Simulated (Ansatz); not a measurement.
## A short convergence ladder for Zn2SeS (Pmm2, 4 atoms in the cell)

```yaml
crystal:
  lattice:
    - [3.92102, 0.00000, 0.00000]
    - [0.00000, 3.92102, 0.00000]
    - [0.00000, 0.00000, 5.53869]
  atoms:
    - { symbol: Zn, position: [0.50000, 0.00000, 0.77209] }
    - { symbol: Zn, position: [0.00000, 0.50000, 0.23694] }
    - { symbol: Se, position: [0.00000, 0.00000, 0.50000] }
    - { symbol: S, position: [0.50000, 0.50000, 0.00000] }
```

Base method: PBEsol, default PAW files made with PBE (plane waves; Ansatz, a program for electronic structure).

Base settings: basis.ecutwfc = 420 eV; kpoints.mp_grid.grid = 6 6 5; hamiltonian.xc = pbesol; hamiltonian.pseudopotentials = {kind: paw} (the program's default PAW files); scf.occupations.method = fixed.

**The width of Fermi-Dirac smearing**

In this ladder: scf.occupations.method = fermi_dirac.

The mesh stays at the base's, so the ladder's end is converged at best in this setting alone.

Only quantities that move along the ladder and can be compared are tabulated.

```tsv
scf.occupations.width	free energy less the last step's (meV/atom)	pressure (GPa)	largest difference of a force vector from the last step's (eV/Å)
1 eV	-239.70	1.14	0.263
0.5 eV	-13.88	-1.46	0.056
0.2 eV	-0.14	-1.77	0.002
0.1 eV	0.00	-1.79	0.000
0.02 eV	0.00	-1.79	0.000
```

Widest scf.occupations.width that holds the free energy within 5 meV/atom of the last step, with all finer ones: 0.2 eV; the step before is off by 14 meV/atom.

Widest scf.occupations.width that holds the forces within 0.02 eV/Å of the last step, with all finer ones: 0.2 eV; the step before is off by 0.056 eV/Å.

Widest scf.occupations.width that holds the pressure within 0.2 GPa of the last step, with all finer ones: 0.2 eV; the step before is off by 0.33 GPa.

On the base run: the starting cell comes from a database of computed structures (which also holds hypothetical and non-ambient phases and stackings), without a prior relaxation at this level. Its lattice was rescaled by up to half a per cent. One atom was moved a little off its site on purpose. Ansatz's pressure includes its estimate of the finite-basis (Pulay) stress.

Keys are those of Ansatz 0.2.
